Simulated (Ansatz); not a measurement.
System: interstitial H in bixbyite In2O3 with all lengths changed by -1 % (charge state +1). These are PBE, PAW (plane waves to 420 eV; Ansatz, a first-principles code) values and carry that method's errors.

Cell of 80 host sites held at the strained lattice (strain from the relaxed PBE one, atoms relaxed); one k-point at (0.250, 0.250, 0.250); Fermi-Dirac width 0.01 eV, spin-restricted; finite-size errors left in. No zero-point or tunnelling terms. The charge state is imposed; whether it is stable for some Fermi level was not computed. Sites that were not tried may lie lower.

Barriers: single points on a 2×2×2 k-point mesh shifted by half a step at the bands' geometries.

The step: a direct jump of one H atom. Atoms about the jump, Cartesian Å from the middle of the jump, before and after:

```
atom     x0     y0     z0     x1     y1     z1
----  -----  -----  -----  -----  -----  -----
H1    -0.81   0.52   0.31   0.81  -0.52  -0.31
O2    -0.19   0.15  -0.38   0.01   0.04  -0.30
In3    1.64   1.40   0.18   1.68   1.51   0.24
O4     2.68  -0.10  -1.06   2.66  -0.11  -1.06
In5   -1.01  -1.72   0.53  -1.08  -1.64   0.56
In6    1.29  -1.29  -2.13   1.33  -1.31  -2.25
O7     0.47  -2.72  -0.73   0.47  -2.67  -0.75
O8     2.69   0.34   1.70   2.68   0.36   1.70
O9     0.36  -2.37   2.08   0.34  -2.35   2.06
O10    0.44   2.29   1.70   0.44   2.33   1.73
O11   -1.91  -0.02   1.56  -1.99  -0.04   1.63
In12  -0.98   1.38  -2.12  -0.95   1.35  -2.07
O13    0.38   2.74  -1.08   0.39   2.73  -1.07
```

**Question.** Give the saddle-point geometry and the barrier.

**Answer.** 
```json
[
 {"atom": "H1", "x": "0.63", "y": "-0.20", "z": "0.01"},
 {"atom": "O2", "x": "-0.13", "y": "-0.14", "z": "-0.59"},
 {"atom": "In3", "x": "1.79", "y": "1.60", "z": "0.24"},
 {"atom": "O4", "x": "2.64", "y": "-0.04", "z": "-1.03"},
 {"atom": "In5", "x": "-1.11", "y": "-1.72", "z": "0.54"},
 {"atom": "In6", "x": "1.23", "y": "-1.27", "z": "-2.11"},
 {"atom": "O7", "x": "0.43", "y": "-2.80", "z": "-0.72"},
 {"atom": "O8", "x": "2.67", "y": "0.36", "z": "1.71"},
 {"atom": "O9", "x": "0.33", "y": "-2.35", "z": "2.07"},
 {"atom": "O10", "x": "0.45", "y": "2.30", "z": "1.70"},
 {"atom": "O11", "x": "-1.97", "y": "-0.07", "z": "1.61"},
 {"atom": "In12", "x": "-0.96", "y": "1.38", "z": "-2.10"},
 {"atom": "O13", "x": "0.42", "y": "2.71", "z": "-1.06"}
]
```
It lies 0.78 eV above the start and 0.10 eV above the end. The saddle point's order was not checked.
